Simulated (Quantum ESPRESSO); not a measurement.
A self-consistent single point of La (P6_3/mmc, 4 atoms in the cell) with Quantum ESPRESSO.

Computed with PBE, GBRV 1.5 ultrasoft (PBE) pseudopotentials (plane waves; Quantum ESPRESSO 7.5).

```yaml
crystal:
  lattice:
    - [3.75683, 0.00000, 0.00000]
    - [-1.87841, 3.25351, 0.00000]
    - [0.00000, 0.00000, 11.91603]
  atoms:
    - { symbol: La, position: [0.00000, 0.00000, 0.00000] }
    - { symbol: La, position: [0.00000, 0.00000, 0.50000] }
    - { symbol: La, position: [0.33333, 0.66667, 0.25000] }
    - { symbol: La, position: [0.66667, 0.33333, 0.75000] }
```

Reference input (self-consistent single point, DFT, PBE, plane waves, GBRV 1.5 ultrasoft (PBE) pseudopotentials): ecutwfc = 40 Ry; ecutrho = 200 Ry; occupations = smearing; smearing = marzari-vanderbilt; degauss = 0.019992 Ry; potentials = {La: la_pbe_v1.uspp.F.UPF}; K_POINTS = automatic 7 7 2 0 0 0; conv_thr = 1e-09 Ry. This run's input differs from it in these lines:

```diff
@@ -18,2 +18,3 @@
   degauss = 0.019992,
+  nbnd = 23,
 /
```

Output (repeated stretches shortened):

```
     Self-consistent Calculation

     iteration #  1     ecut=    40.00 Ry     beta= 0.70

---- Real-time Memory Report at c_bands before calling an iterative solver
           454 MiB given to the printing process from OS
            73 MiB allocation reported by mallinfo(arena+hblkhd)
------------------

     Threshold (ethr) on eigenvalues was too large:
     Diagonalizing with lowered threshold

---- Real-time Memory Report at c_bands before calling an iterative solver
           492 MiB given to the printing process from OS
            86 MiB allocation reported by mallinfo(arena+hblkhd)
------------------

   [... lines left out ...]
------------------
     c_bands:  1 eigenvalues not converged
     c_bands:  1 eigenvalues not converged

     negative rho (up, down):  2.070E-01 0.000E+00

     total energy              =    -410.27618516 Ry
     estimated scf accuracy    <          3.7E-09 Ry

     iteration #  9     ecut=    40.00 Ry     beta= 0.70

---- Real-time Memory Report at c_bands before calling an iterative solver
           507 MiB given to the printing process from OS
            99 MiB allocation reported by mallinfo(arena+hblkhd)
------------------
     c_bands:  1 eigenvalues not converged

     negative rho (up, down):  2.070E-01 0.000E+00
     End of self-consistent calculation

     the Fermi energy is    11.5210 ev

!    total energy              =    -410.27618516 Ry
     estimated scf accuracy    <          2.9E-10 Ry
     smearing contrib. (-TS)   =       0.00384780 Ry
     internal energy E=F+TS    =    -410.28003296 Ry

     convergence has been achieved in   9 iterations

     negative rho (up, down):  2.070E-01 0.000E+00

     Forces acting on atoms (cartesian axes, Ry/au):

     atom    1 type  1   force =     0.00000000    0.00000000    0.00000000
   [... zero for the other atoms too ...]

     Total force =     0.000000     Total SCF correction =     0.000000

     negative rho (up, down):  2.070E-01 0.000E+00
          total   stress  (Ry/bohr**3)                   (kbar)     P=        4.78
   0.00000367   0.00000000   0.00000000            0.54        0.00        0.00
   0.00000000   0.00000367  -0.00000000            0.00        0.54       -0.00
   0.00000000  -0.00000000   0.00009013            0.00       -0.00       13.26

   JOB DONE.
```

The run converged in 9 iterations. Against the reference run the free energy rises by 2.6 meV/atom and the pressure moves little (0.49 to 0.48 GPa). The full log also holds: “c_bands:  1 eigenvalues not converged”.

The starting cell comes from a database of computed structures (which also holds hypothetical and non-ambient phases and stackings), without a prior relaxation at this level. Its lattice was rescaled by a random factor within 2.5 % of one.

Cost on one core of a shared machine: roughly 90 s.
